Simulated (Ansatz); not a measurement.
**HfC under a change: isotropic strain −2.50 %**

Base system: HfC in the rock salt structure (space group Fm-3m, No. 225; a = 4.6071 Å; relaxed with 0.1 eV smearing).

Perturbation: the cell is scaled by 0.9750 in all directions, atoms relaxed at fixed cell.

Level of theory: plane-wave PAW DFT at the PBEsol level (Ansatz, an electronic-structure program, 420 eV), no SOC. Settings: 22×22×22 k-points, 0.1 eV Fermi–Dirac smearing.

| quantity | base | changed | shift |
|---|---|---|---|
| volume per atom | 12.22 Å³ | 11.33 Å³ | -0.89 Å³ |
| space group | Fm-3m (No. 225) | Fm-3m (No. 225) | – |
| shortest interatomic distance | 2.304 Å | 2.246 Å | -0.058 Å |
| energy relative to the base (free energy F) | 0 meV/atom | +57 meV/atom | +57 meV/atom |
| pressure | 0.0 GPa | 21.9 GPa | +21.9 GPa |
| band gap | zero | zero | – |

Whether these cells are dynamically stable was not tested. All final runs are without spin polarisation.
